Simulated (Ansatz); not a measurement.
**BeTe, pressure series**

Consider BeTe in the zinc blende structure (space group F-43m, No. 216).

```
BeTe
1.0
    0.00000     2.82847     2.82847
    2.82847     0.00000     2.82847
    2.82847     2.82847     0.00000
Te Be
1 1
Cartesian
  4.24270   4.24270   4.24270
  0.00000   0.00000   0.00000
```

Cell and atoms are relaxed at each pressure.

Calculations: Kohn–Sham DFT with the r2SCAN functional, run in Ansatz (a program for electronic structure) with PAW and 500 eV plane waves, without spin-orbit coupling.

| P (GPa) | V (Å³/atom) |
|---|---|
| -2.01 | 23.469 |
| -1.01 | 23.032 |
| 2.99 | 21.611 |
| 6.99 | 20.531 |
| 14.99 | 18.935 |
| 29.99 | 16.966 |
| 49.99 | 15.285 |
| 74.99 | 13.880 |
| 99.99 | 12.874 |

Problem. Fit a third-order Birch–Murnaghan equation of state.

Solution. Least squares on P(V) = (3B₀/2)[(V₀/V)^(7/3) − (V₀/V)^(5/3)]·[1 + (3/4)(B₀′ − 4)((V₀/V)^(2/3) − 1)] gives V₀ = 22.63 Å³/atom, B₀ = 60 GPa and B₀′ = 3.9.

Measured bulk modulus of BeTe: 67 GPa (room temperature; as listed in Elmahjoubi et al., arXiv (2023)); the computed value is for a static lattice, so the two differ by thermal effects too.

Between the base and pressure 7 GPa the gap moves from 2.38 eV to 2.12 eV, a mean slope of -36 meV/GPa.

With Te present, leaving out spin-orbit coupling can change the band edges. Load acts through the strain it causes; cell and atoms are relaxed under it. Stability against distortions was not tested. No other phases were tried under pressure.
